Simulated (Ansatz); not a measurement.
The reference is BaSnSe₃ in the cubic perovskite structure (space group Pm-3m, No. 221; a = 5.270 Å; a hypothetical phase, not in the database extracts checked).

The values are results of Ansatz (a quantum-chemistry and plane-wave program) PBEsol, no SOC, not measurements.

Base values:

Shortest interatomic distance: 2.635 Å

One thing is altered: a hydrostatic pressure of 3 GPa.

Task: Predict the new shortest interatomic distance.

Result: The shortest interatomic distance drops by 0.046 Å to 2.589 Å.

Load acts through the strain it causes; cell and atoms are relaxed under it. Whether these cells are dynamically stable was not tested. All final runs are without spin polarisation. Many cubic perovskites are stable only at high temperature; tilts and polar distortions were not tested.
